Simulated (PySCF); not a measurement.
PySCF 2.14.0, unrestricted PBE/def2-tzvp, df: Zn(Me)2 anion ([CH3][Zn][CH3]), charge -1, multiplicity 2, 9 atoms. The geometry is a generated start, not checked to be a minimum at this level.

```json
{
 "task": "energy",
 "method": "pbe",
 "basis": "def2-tzvp",
 "two_electron_scheme": "density fitting",
 "mol.max_memory": "3000 MB",
 "mf.max_cycle": "100",
 "mf.init_guess": "minao (default)",
 "mf.DIIS": "CDIIS (default)",
 "mf.conv_tol": "1e-09 (default)",
 "mf.grids.level": "3 (default)",
 "basis_functions": "146",
 "grid_points": "107728"
}
```

```xyz
9

Zn     0.0085     0.0014     0.0101
C      1.5739     0.2212    -1.2822
H      2.2780    -0.6034    -1.2118
H      2.1316     1.1343    -1.0909
H      1.2356     0.2646    -2.3142
C     -1.5722    -0.2219     1.2847
H     -2.1295    -1.1316     1.0779
H     -2.2720     0.6063     1.2038
H     -1.2540    -0.2708     2.3226
```

Charge -1 and multiplicity 2 are set for this test and not shown to be the ground state.

One run each on 2 threads, 1 BLAS thread. Values of diis_space tried: 3, 5, 8 (default), 12, 20.

Problem. Predict the course of the Fock builds along this series.

Solution. Fewest Fock builds, within one of each other: 12 with 23, 20 with 22. The count rises to 54 at 3. All converge to one solution.

```json
[
 {"diis_space": "3", "Fock builds": "54", "end": "same solution"},
 {"diis_space": "5", "Fock builds": "33", "end": "same solution"},
 {"diis_space": "8 (default)", "Fock builds": "25", "end": "same solution"},
 {"diis_space": "12", "Fock builds": "23", "end": "same solution"},
 {"diis_space": "20", "Fock builds": "22", "end": "same solution"}
]
```
